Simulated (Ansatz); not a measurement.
SiO2 (model structure, started from the brookite type, Pbca, No. 61, 24 atoms in the cell), treated with r²SCAN in Ansatz (PAW).

Settings: plane-wave cutoff 560 eV, 8×4×8 k mesh (along the axes of the cell as run), Fermi–Dirac smearing 0.01 eV, scalar-relativistic PAW data made under PBE.

Cell (relaxed with PBEsol):

Space group Pbca (No. 61); a = 4.689 Å, b = 8.300 Å, c = 5.000 Å, α = 90.00°, β = 90.00°, γ = 90.00°

```json
[
 {"atom": "Si", "site": "8c", "symmetry": "1", "x": "0.1273", "y": "0.3721", "z": "0.3885"},
 {"atom": "O", "site": "8c", "symmetry": "1", "x": "0.3196", "y": "0.4897", "z": "0.1508"},
 {"atom": "O", "site": "8c", "symmetry": "1", "x": "0.4566", "y": "0.2675", "z": "0.3878"}
]
```

Problem. Estimate the band gap that the calculation returns.

Solution. 
- band gap: 6.71 eV (direct)

Note: the relaxation could raise the start's symmetry but not lower it, so the cell can be a saddle point; cell and atoms aren't relaxed at this level (largest force component 0.06 eV/Å, pressure -2.9 GPa).

A model structure was made by putting elements into a prototype or built by hand; it is no filed structure, need not be a known phase, and can be a saddle point held by its symmetry.

Ansatz is a first-principles code.
